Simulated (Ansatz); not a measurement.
An Ansatz (an electronic-structure program) input (PBEsol, PAW, 420 eV (Ansatz; no SOC)):

Ansatz 0.2 input:
```yaml
crystal:
  lattice:
    - [3.277181661, 0, 0]
    - [-1.6385908305, 2.8381225713, 0]
    - [0, 0, 5.0853117559]
  atoms:
    - { symbol: Sc, position: [0.3333333333, 0.6666666667, 0.75] }
    - { symbol: Sc, position: [0.6666666667, 0.3333333333, 0.25] }
basis: { ecutwfc: 420, ecutrho_ratio: 4, xc_grid: 2, fft_grid_basis: typed }
kpoints: { mp_grid: { grid: [16, 16, 9] } }
hamiltonian:
  xc: pbesol
  dispersion: none
  pseudopotentials: { kind: paw }
scf: { occupations: { method: fermi_dirac, width: 0.05 }, convergence: { dr2_threshold: 0.0000000002 } }
output: { forces: true, stress: true }
checkpoint: { write: state.ck, write_every: 1000 }
```

Which symmetry and how many k-points will the program report, and about how many plane waves at Γ?

Space group P63/mmc (ITA 194) with 24 operations, k-points 150 of 2304, and 953 plane waves at Γ.

No phonon test of stability was made. All final runs are without spin polarisation. The cell was made from Tl by this change: Tl → Sc.
